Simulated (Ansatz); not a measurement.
Output of an Ansatz run (abridged):

```
WARN the atoms were moved onto the symmetric positions of the space group found under crystal.symmetry.tolerance 1.0e-5 (fractional …
WARN basis.ecutwfc = 420 eV, the default
WARN ansatz: RAYON_NUM_THREADS=1 ignored (pool sized by the plan → 1); use --threads N
Pseudopotentials: kind: paw
Pseudopotential: B, paw, valence charge 3
Pseudopotential: Bi, paw, valence charge 15
Crystal: 8 atoms, lattice volume = 165.934 Å³
Basis set: ecut = 420 eV, 3271 PW (Γ), exchange–correlation on 54×54×180 points (8 copies of the dense FFT grid, shifted against one another)
Bands: 44, of which v1, the nominal top of the filled ones, is band 36 counted from 1 (35 counted from 0)
Symmetry: 12 space group operations
Space group: P63mc (ITA 186), of the structure as read, at distance tolerance 5.5e-5 Å
k-points: 10 of 50
Initial density: superposition of atomic densities (neutral atoms: chi_scale 0, normalization atom), corrected by the library's trained network
Initial wavefunctions: pseudopotential atomic-orbital guess
Eigensolver: davidson
Functional: x = pbe(κ = 0.804, μ = 0.2195149727645171), c = pbe(β = 0.06672455060314922)
SCF iter   1: F=—  HF=-50203.306499 eV  |F-HF|=—  |Δ(HF+E_count)|=         —  Δρ=2.30e-3  dr2=9.38e-3  ethr=1.77e-3  ⟨swp⟩=6.5  Hψ=1864  notcnv=0
all-band conjugate gradients solve this SCF's bands
preconditioner: auto → Resta (q_TF=auto, 2.374 Å⁻¹)
SCF iter   2: F=—  HF=-50203.305854 eV  |F-HF|=—  |Δ(HF+E_count)|=   6.45e-4  S|Δr|=    0.00e0  Δρ=1.12e-3  dr2=1.81e-3  ethr=1.30e-5  ⟨swp⟩=2.1  Hψ=802  notcnv=0
SCF iter   3: F=—  HF=-50203.306832 eV  |F-HF|=—  |Δ(HF+E_count)|=   9.78e-4  S|Δr|=    0.00e0  Δρ=3.51e-4  dr2=2.14e-4  ethr=2.51e-6  ⟨swp⟩=2.0  Hψ=530  notcnv=0
SCF iter   4: F=—  HF=-50203.307037 eV  |F-HF|=—  |Δ(HF+E_count)|=   2.05e-4  S|Δr|=    0.00e0  Δρ=7.70e-5  dr2=1.71e-5  ethr=2.97e-7  ⟨swp⟩=2.0  Hψ=573  notcnv=0
SCF iter   5: F=—  HF=-50203.307091 eV  |F-HF|=—  |Δ(HF+E_count)|=   5.40e-5  S|Δr|=    0.00e0  Δρ=3.42e-5  dr2=4.79e-6  ethr=2.38e-8  ⟨swp⟩=2.0  Hψ=575  notcnv=0
SCF iter   6: F=—  HF=-50203.307092 eV  |F-HF|=—  |Δ(HF+E_count)|=   7.09e-7  S|Δr|=    0.00e0  Δρ=1.17e-5  dr2=5.51e-7  ethr=6.65e-9  ⟨swp⟩=3.0  Hψ=791  notcnv=0
SCF iter   7: F=-50203.307092 eV  HF=-50203.307092 eV  |F-HF|=1.47e-8  |Δ(HF+E_count)|=   1.68e-7  S|Δr|=    0.00e0  Δρ=2.61e-6  dr2=2.05e-8  ethr=1.39e-10  ⟨swp⟩=10.3  Hψ=1861  notcnv=0
WARN: on these k-points the computed levels leave a gap of 0.2285 eV at the electron count, 1.7 widths of the cold smearing (0.1360 eV) …
SCF 1 converged in 7 iterations: F = -50203.307092 eV  dr2 = 2.05e-8
SCF converged after 7 iterations
Stability not checked (fill_not_monotonic)
Free energy (F): -50203.307092 eV
Harris-Foulkes:  -50203.307092 eV  (|F-HF|=1.47e-8)
Internal energy: -50203.307734 eV  (E = F + TS)
E sigma→0 (E₀):  -50203.307306 eV
Entropy (-TS):   0.000642 eV (0.080 meV/atom)
Fermi energy:    10.678533 eV
Step filling:    the computed levels leave a gap of 0.2285 eV = 1.7 smearing widths
--- Per-component energies (eV) ---
  E_band       = -359.869218
  E_kinetic    = 1392.511659
  E_local      = -6215.304539  (includes V_loc(G=0)·N_el)
  E_nonlocal   = 2288.862054
  E_hartree    = 2028.028484
  E_xc         = -722.744648
  E_vxc        = -716.824106  (∫ρ·V_xc dr)
  E_paw        = -42975.696745  (= ΣΔE_a)
  E_vpaw       = -1165.169058  (= ΣTr[D̂ρ^β])
  E_aug_tail   = -0.001781  (compensation charges beyond the density's cutoff)
  E_ewald      = -5998.962219
  E_smearing   = 0.000642  (= −TS)
  E_closure    = -0.000000  (closes the sum)
  Σ components = -50203.307092   (vs F -50203.307092, Δ=0.00e0)
--- Forces (eV/Å), atoms counted from 1 ---
  atom   1  B      0.00000000    -0.00000000    -0.02722406
  atom   2  B      0.00000000     0.00000000    -0.02722406
  atom   3  B     -0.00000000    -0.00000000     0.10063589
  atom   4  B      0.00000000     0.00000000     0.10063589
  atom   5  Bi     0.00000000     0.00000000     0.16317814
  atom   6  Bi     0.00000000    -0.00000000     0.16317814
  atom   7  Bi     0.00000000    -0.00000000    -0.23659113
  atom   8  Bi    -0.00000000     0.00000000    -0.23659113
  max |Σ_I F_I| component: 2.30e-6 eV/Å
--- Stress (GPa, compression-positive) ---
        0.838545       0.000000       0.000000
        0.000000       0.838545      -0.000000
        0.000000      -0.000000       0.804074
  P = ⅓ Tr σ = 0.8271 GPa (8.271 kbar)
  The stress holds the Pulay correction. Without it, at fixed plane waves, as pw.x and ABINIT print it: P = 0.7459 GPa
--- Band table (eV; the first three rows and the last of 10) ---
  k-point 0: bands = ["-12.6230", "-12.6218", "-12.6149", "-12.6149", "-12.6148", "-12.6144", "-12.6063", "-12.6063", "-12.5978", "-12.5978", "-12.5920", "-12.5920", "-12.5444", "-12.5444", "-12.5365", "-12.5365", "-12.5259", "-12.5259", "-12.5150", [...]
  k-point 1: bands = ["-12.6224", "-12.6224", "-12.6146", "-12.6146", "-12.6112", "-12.6112", "-12.6112", "-12.6112", "-12.5944", "-12.5944", "-12.5944", "-12.5944", "-12.5413", "-12.5413", "-12.5413", "-12.5413", "-12.5195", "-12.5195", "-12.5195", [...]
  k-point 2: bands = ["-12.6322", "-12.6251", "-12.6169", "-12.6128", "-12.6062", "-12.6015", "-12.5926", "-12.5891", "-12.5878", "-12.5787", "-12.5786", "-12.5712", "-12.5530", "-12.5431", "-12.5394", "-12.5337", "-12.5323", "-12.5240", "-12.5233", [...]
  k-point 9: bands = ["-12.6305", "-12.6305", "-12.6108", "-12.6108", "-12.5902", "-12.5902", "-12.5762", "-12.5762", "-12.5632", "-12.5632", "-12.5568", "-12.5568", "-12.5397", "-12.5397", "-12.5304", "-12.5304", "-12.5252", "-12.5252", "-12.5135", [...]
```

The structure:

```xyz
8
Lattice="3.8826 0.0000 0.0000 -1.9413 3.3624 0.0000 0.0000 0.0000 12.7106" Properties=species:S:1:pos:R:3 pbc="T T T"
B      0.0000     0.0000     0.0000
B      0.0000     0.0000     6.3553
B      1.9413     1.1208     9.5352
B      0.0000     2.2416     3.1799
Bi     0.0000     0.0000    10.3230
Bi     0.0000     0.0000     3.9677
Bi     1.9413     1.1208     7.1597
Bi     0.0000     2.2416     0.8045
```

### Question
What input produced this log?

### Answer
Other spellings and defaults could give the same log, and not every line can be read from it. The input that was run (DFT, PBE, plane waves, default PAW files):

Ansatz 0.2 input:
```yaml
# BiB
crystal:
  lattice:
    - [3.88257400, 0.00000000, 0.00000000]
    - [-1.94128700, 3.36240800, 0.00000000]
    - [0.00000000, 0.00000000, 12.71055400]
  atoms:
    - { symbol: B, position_ang: [0.00000000, 0.00000000, 0.00000000] }
    - { symbol: B, position_ang: [0.00000000, 0.00000000, 6.35527700] }
    - { symbol: B, position_ang: [1.94128894, 1.12080155, 9.53520340] }
    - { symbol: B, position_ang: [-0.00000194, 2.24160645, 3.17992640] }
    - { symbol: Bi, position_ang: [0.00000000, 0.00000000, 10.32300354] }
    - { symbol: Bi, position_ang: [0.00000000, 0.00000000, 3.96772654] }
    - { symbol: Bi, position_ang: [1.94128894, 1.12080155, 7.15972796] }
    - { symbol: Bi, position_ang: [-0.00000194, 2.24160645, 0.80445096] }
kpoints:
  mp_grid: { grid: [5, 5, 2] }
hamiltonian:
  xc: pbe
  pseudopotentials: { kind: paw }
scf:
  occupations: { method: cold, width: 0.136 eV }
output:
  forces: true
  eigenvalues: true
  stress: true
```

The starting cell was generated: these elements placed on a structure prototype, without a prior relaxation; it need not be a known phase or ordering of this composition. Its lattice was rescaled by a random factor within 2.5 % of one. Spin-orbit coupling is off. Ansatz's pressure includes its estimate of the finite-basis (Pulay) stress.

Ansatz is a first-principles code.
